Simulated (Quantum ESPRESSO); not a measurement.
Density of states of Ti3Sn (Fm-3m, 4 atoms in the cell).

```
CELL_PARAMETERS angstrom
      0.00000     3.30520     3.30520
      3.30520     0.00000     3.30520
      3.30520     3.30520     0.00000
ATOMIC_POSITIONS crystal
  Ti 0.75000 0.75000 0.75000
  Ti 0.25000 0.25000 0.25000
  Ti 0.00000 0.00000 0.00000
  Sn 0.50000 0.50000 0.50000
```
Moments meant for the start (each program seeds them in its own way; μB, in the order of the atoms Ti Ti Ti Sn): 0.0 0.0 1.0 0.0.

Method: PBEsol, SSSP 1.1.2 efficiency (PBE) pseudopotentials (plane waves; Quantum ESPRESSO).

SCF settings: ecutwfc = 50 Ry; ecutrho = 400 Ry; occupations = smearing; smearing = cold; degauss = 0.0073499 Ry; nspin = 2; input_dft = pbesol; potentials = {Ti1: ti_pbe_v1.4.uspp.F.UPF, Ti2: ti_pbe_v1.4.uspp.F.UPF, Sn: Sn_pbe_v1.uspp.F.UPF}; K_POINTS = automatic 5 5 5 0 0 0; conv_thr = 1e-10 Ry; mixing_beta = 0.5. Keys of the DOS step: nscf.calculation = nscf; nscf.verbosity = high; nscf.occupations = tetrahedra_opt; nscf.nbnd = 33; nscf.startingwfc = random; nscf.diago_thr_init = 1e-06; nscf.diagonalization = cg; nscf.K_POINTS = automatic 20 20 20 0 0 0; dos.x.fildos = dos.dat; dos.x.Emin = -15 eV; dos.x.Emax = 30 eV; dos.x.DeltaE = 0.1 eV.

The starting cell comes from a database of computed structures (which also holds hypothetical and non-ambient phases and stackings), without a prior relaxation at this level.

Total DOS (both spins), as means of the tabulated values in each energy bin; the zero is the program's Fermi level or highest filled level, and the curve is cut to this window:

```json
[
 {"E (eV)": "-7.80", "states/eV/cell": "1.81"},
 {"E (eV)": "-7.40", "states/eV/cell": "0.00"},
 {"E (eV)": "-7.00", "states/eV/cell": "0.00"},
 {"E (eV)": "-6.60", "states/eV/cell": "0.00"},
 {"E (eV)": "-6.20", "states/eV/cell": "0.00"},
 {"E (eV)": "-5.80", "states/eV/cell": "0.00"},
 {"E (eV)": "-5.40", "states/eV/cell": "0.00"},
 {"E (eV)": "-5.00", "states/eV/cell": "0.12"},
 {"E (eV)": "-4.60", "states/eV/cell": "1.59"},
 {"E (eV)": "-4.20", "states/eV/cell": "2.53"},
 {"E (eV)": "-3.80", "states/eV/cell": "0.90"},
 {"E (eV)": "-3.40", "states/eV/cell": "1.31"},
 {"E (eV)": "-3.00", "states/eV/cell": "1.71"},
 {"E (eV)": "-2.60", "states/eV/cell": "5.52"},
 {"E (eV)": "-2.20", "states/eV/cell": "1.67"},
 {"E (eV)": "-1.80", "states/eV/cell": "1.01"},
 {"E (eV)": "-1.40", "states/eV/cell": "2.74"},
 {"E (eV)": "-1.00", "states/eV/cell": "3.88"},
 {"E (eV)": "-0.60", "states/eV/cell": "6.09"},
 {"E (eV)": "-0.20", "states/eV/cell": "4.91"},
 {"E (eV)": "0.20", "states/eV/cell": "4.74"},
 {"E (eV)": "0.60", "states/eV/cell": "6.31"},
 {"E (eV)": "1.00", "states/eV/cell": "4.32"},
 {"E (eV)": "1.40", "states/eV/cell": "3.80"}
]
```

Around zero the curve holds about 3.6 states/eV/cell.
